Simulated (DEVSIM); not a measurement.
Device: abrupt Si p-n junction, at 300 K.

```
layer (left to right)  material  thickness (μm)  Nd (cm⁻³)  Na (cm⁻³)  τn (s)  τp (s)
---------------------  --------  --------------  ---------  ---------  ------  ------
1                            Si           0.350          -     1.6e17  5.2e-7  5.2e-7
2                            Si           0.470     1.3e16          -  5.2e-7  5.2e-7
```

Left contact: ohmic. Right contact: ohmic. Voltage is applied to the left contact. Recombination: SRH at mid-gap, Auger. Mobility is constant in doping.

Constants are typed, rounded textbook-type inputs, not results; the design itself was drawn at random and stands for no fabricated device. Values at 300 K.

| parameter | Si |
|---|---|
| gap (eV) | 1.124 |
| affinity (eV) | 4.05 |
| permittivity | 11.7 |
| Nc (cm⁻³) | 2.86e19 |
| Nv (cm⁻³) | 3.1e19 |
| μn (cm²/Vs) | 1417 |
| μp (cm²/Vs) | 470 |
| Cn (cm⁶/s) | 2.8e-31 |
| Cp (cm⁶/s) | 9.9e-32 |

Model (solved in DEVSIM): 1D drift-diffusion, Boltzmann statistics, complete ionisation; no tunnelling, impact ionisation, image-force lowering or self-heating.

The thickness of layer 2 was swept, all else fixed.

```tsv
thickness of layer 2 (μm)	largest field in the device at zero bias (V/cm)	dark forward voltage at 1 A/cm² (V)	dark forward voltage at 100 A/cm² (V)
0.094	78000	0.466	0.603
0.16	59000	0.494	0.632
0.28	53000	0.528	0.657
0.47	53000	0.547	0.672
0.8	53000	0.561	0.684
1.4	53000	0.570	0.694
2.3	53000	0.577	0.701
```

From the first row to the last the largest field in the device at zero bias goes from 78000 to 53000. From the first row to the last the dark forward voltage at 1 A/cm² goes from 0.466 to 0.577.
